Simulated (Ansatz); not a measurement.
Here is the system:

```yaml
crystal:
  lattice:
    - [0.00000, 2.78314, 2.87310]
    - [2.78314, 0.00000, 2.87310]
    - [2.78314, 2.78314, 0.00000]
  atoms:
    - { symbol: Be, position: [0.00000, 0.00000, 0.00000] }
    - { symbol: Te, position: [0.75000, 0.75000, 0.75000] }
```

Calculation: PBEsol with spin-orbit coupling, rigid bands (plane waves, PAW; Ansatz, a first-principles code). Condition of this run: uniaxial stress zz = -2 GPa (compression positive) (the target of the relaxation). Cell: cell and atoms relaxed with PBEsol, then loaded as said.

Q: Predict the electron conductivity mass (n e² τ/σ) at 300 K, by direction if it differs.

A: 0.46 (x), 0.46 (y), 0.27 (z) mₑ.

Q: Predict the hole conductivity mass (n e² τ/σ) at 300 K, by direction if it differs.

A: 0.34 (x), 0.34 (y), 0.41 (z) mₑ.

Q: And the band gap?

A: 1.44 eV at this level; semilocal functionals usually fall short of the measured gap.

Rigid bands, one relaxation time for all states, no polarons.
